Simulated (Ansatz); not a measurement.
Reference: monolayer SnS$_{2}$, PBE, rigid bands (plane waves, PAW, scalar-relativistic; Ansatz, a quantum-chemistry and plane-wave program); axes and stresses refer to this cell.

```
CELL_PARAMETERS angstrom
      3.70139     0.00000     0.00000
     -1.85069     3.20549     0.00000
      0.00000     0.00000    18.93629
ATOMIC_POSITIONS crystal
  Sn 0.00000 0.00000 0.50000
  S  0.33333 0.66667 0.57808
  S  0.66667 0.33333 0.42192
```

The electron conductivity mass comes out as 0.40 mₑ and the hole conductivity mass comes out as 0.55 mₑ. The band gap is 1.57 eV.

| Change | electron conductivity mass | hole conductivity mass | band gap |
|---|---|---|---|
| biaxial strain +1 % with spin-orbit coupling | 0.41 mₑ | [?] | [?] |
| biaxial strain +2 % with spin-orbit coupling | 0.42 mₑ | 0.75 mₑ | 1.61 eV |
| biaxial strain +3 % with spin-orbit coupling | 0.43 mₑ | 1.67 mₑ | [?] |

**Question.** Fill in the missing entries.

**Answer.** 
- biaxial strain +1 % with spin-orbit coupling, hole conductivity mass: 0.58 mₑ
- biaxial strain +1 % with spin-orbit coupling, band gap: 1.59 eV
- biaxial strain +3 % with spin-orbit coupling, band gap: 1.61 eV

Masses are for dilute carriers at 300 K, harmonic means over directions unless an axis is named. Spin-orbit coupling is left out unless a row names it. The structure type is held under load, also where the real crystal would transform.
